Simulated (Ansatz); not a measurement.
**Pd: biaxial strain −1.76 %, plane normal [001], relaxed out of plane**

The parent structure is Pd in the fcc (Cu type) structure (space group Fm-3m, No. 225; a = 3.878 Å; relaxed with 0.1 eV smearing). Axes: x, y, z lie along the cube axes.

Perturbation: biaxial strain −1.76 %, plane normal [001], relaxed out of plane (Cartesian); in-plane vectors clamped, the third vector and the atoms free.

All numbers come from PBEsol/PAW in Ansatz (a first-principles code), no SOC. Γ-centred 29×29×29 mesh, Fermi–Dirac width 0.1 eV.

```csv
quantity,base,changed,shift
volume per atom,14.58 Å³,14.43 Å³,-0.15 Å³
space group,Fm-3m (No. 225),I4/mmm (No. 139),–
energy relative to the base (free energy F),0 meV/atom,+5.2 meV/atom,+5.2 meV/atom
"pressure (mean of the normal stresses, compression positive)",0.0 GPa,2.3 GPa,+2.3 GPa
band gap,zero,zero,–
out-of-plane strain,–,+2.57 %,–
ratio −ε⊥/ε∥,–,1.46,–
mean in-plane stress (compression positive),–,+3.4 GPa,–
```

Final structure (turned so that z lies along the plane normal):

```
Pd
1.0
    2.69369     0.00000     0.00000
    0.00000     2.69369     0.00000
    1.34685    -1.34685     1.98859
Pd
1
Direct
  0.00000   0.00000   0.00000
```

Cost of the whole job for the changed cell (relaxation, final SCF and bands): about 2.5 core-minutes (a rough figure).

Stability against distortions was not tested. All final runs are without spin polarisation.
